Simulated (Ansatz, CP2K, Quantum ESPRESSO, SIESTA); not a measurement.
# ScAg₄ (P1, 5 atoms in the cell) computed with different codes at matched settings

Self-consistent single point, at a second geometry (atoms moved at random). First geometry:

```
ScAg4
1.0
   -3.30061     3.30061     2.04162
    3.30061    -3.30061     2.04162
    3.30061     3.30061    -2.04162
Sc Ag
1 4
Cartesian
  0.00000   0.00000   0.00000
  3.95829   1.31767   0.00000
 -0.65768   1.98294   2.04163
  1.98294   0.65768   2.04162
  1.31767   2.64293   0.00000
```

Second geometry:
```
ScAg4
1.0
   -3.30061     3.30061     2.04162
    3.30061    -3.30061     2.04162
    3.30061     3.30061    -2.04162
Sc Ag
1 4
Direct
  0.00524   0.99522   0.00209
  0.18177   0.59965   0.77979
  0.78356   0.39321   0.19343
  0.61980   0.81023   0.41923
  0.40963   0.20168   0.60546
```

Shared settings, as Ansatz (a program for electronic structure) writes them: kpoints.mp_grid.grid = 6 6 6; scf.occupations.method = fermi_dirac; scf.occupations.width = 0.1 eV. Potentials and cutoffs stand in the table.

```csv
code,model,ΔF from the first geometry (meV/atom),pressure (GPa),largest force (eV/Å),cutoff
Quantum ESPRESSO,"LDA (PZ), GBRV 1.5 ultrasoft (LDA) pseudopotentials",19.2,-6.93,0.647,50 Ry
CP2K,"LDA (Pade form), GPW, DZVP-MOLOPT-SR-GTH basis, GTH-PADE potentials (GTH_POTENTIALS)",20.4,-5.71,0.696,grid 600 Ry
SIESTA,"LDA PW92, numerical atomic orbitals DZP, PseudoDojo LDA standard norm-conserving potentials (rewritten from UPF to PSML)",17.6,-9.43,0.595,grid 400 Ry
Ansatz,"LDA (PW92), PAW files made with PBE",18.9,-6.99,0.634,default
```

Size of the force on each atom (eV/Å): Sizes of forces hide their directions.

```tsv
code	Sc1	Ag2	Ag3	Ag4	Ag5
Quantum ESPRESSO	0.517	0.647	0.400	0.456	0.300
CP2K	0.524	0.696	0.411	0.484	0.329
SIESTA	0.509	0.595	0.371	0.437	0.256
Ansatz	0.513	0.634	0.397	0.449	0.293
```

The spread over the programs that give each value: ΔF from the first geometry within 2.8 meV/atom; pressure within 3.72 GPa; largest force within 0.101 eV/Å.

CP2K and SIESTA use small atom-centred bases, whose incompleteness enters pressures, forces and empty levels differently from a plane-wave cutoff. Ansatz's pressure is given at a fixed set of plane waves, as the other plane-wave codes print theirs; with its correction for the finite basis it is -6.95 GPa. The same LDA comes in different parametrisations, which differ slightly. In the pressure, CP2K (by 1.25) and SIESTA (by 2.47) lie more than 1 GPa from the median of the plane-wave programs.

The starting cell comes from a database of computed structures (which also holds hypothetical and non-ambient phases and stackings), without a prior relaxation at this level. For this run, on top of that: atoms moved at random.

Keys are those of Ansatz 0.2.
